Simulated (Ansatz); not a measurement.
## CH3 on the 1x1 (110) surface of bcc Ta, one in a 2x2 cell, started at the site 'bridge Ta-Ta (span 2.9 Å)'

Level of theory: r2SCAN, at the PBE geometry (plane waves to 500 eV, PAW; Ansatz, a quantum-chemistry and plane-wave program).

Set-up: 20 atoms, 6.8 Å thick at the start under the adsorbate (thin: gaps and levels are the slab's own); mesh 5x5x1; 0.1 eV smearing; dipole correction on; single point; no symmetry held, on the structure that PBE left; no spin, no spin-orbit, no U, no dispersion correction. At the end it is bonded to 3 Ta. In PBE it is, or lies within 0.03 eV of, the lowest of the starts that converged; the order may differ at this level.

```json
{
 "adsorption energy against CH4(g) − ½ H2(g) at the same level": "-0.31 eV",
 "work_function_of_the_top_face": "3.78 eV",
 "change_of_the_work_function": "-1.10 eV",
 "change_of_the_step_from_the_bottom_to_the_top_vacuum_level_against_the_clean_slab": "-1.08 eV",
 "height of the binding atom over the mean of the host atoms within 0.3 Å of the top one": "1.728 Å",
 "nearest_host_atoms_of_the_binding_atom": "Ta at 2.43 Å, Ta at 2.46 Å, Ta at 2.46 Å",
 "note": "in the relaxation the adsorbate left its starting site by 1.0 Å",
 "cost": "around 2.8 core-minutes (rough)"
}
```

A negative adsorption energy means that the adsorbate is more stable on the surface than in its reference.
